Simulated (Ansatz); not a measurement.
## NbAs, element substitutions

The reference is NbAs (space group I4_1md, No. 109).

```
NbAs
1.0
   -1.71955     1.71955     5.79612
    1.71955    -1.71955     5.79612
    1.71955     1.71955    -5.79612
Nb As
2 2
Direct
  0.99874   0.99874   0.00000
  0.74874   0.24874   0.50000
  0.41726   0.41726   0.00000
  0.16726   0.66726   0.50000
```

Each row replaces one element on all its sites; cell and atoms are relaxed.

Levels (all Ansatz, a quantum-chemistry and plane-wave program, PAW, earlier PAW set): PBEsol (420 eV, spin-orbit coupling left out); r2SCAN (500 eV, no spin-orbit coupling); PBEsol+SOC (420 eV, with spin-orbit coupling).

Pressures by level, all at the geometries relaxed with PBEsol:

| case | PBEsol | r2SCAN | PBEsol+SOC |
|---|---|---|---|
| base | 0.0 GPa | 4.4 GPa | 0.0 GPa |
| Nb → Sb | 0.0 GPa | 2.0 GPa | 0.1 GPa |
| Nb → Si | 0.0 GPa | 2.1 GPa | 0.0 GPa |

Single points use the geometry relaxed with PBEsol. Their cutoffs differ, which shifts pressures a little. The spin-orbit shifts are approximate. Whether these cells are dynamically stable was not tested. As relaxed here, SbAs and SiAs are hypothetical phases, not in the database extracts checked. The runs without spin-orbit coupling are not spin-polarised.
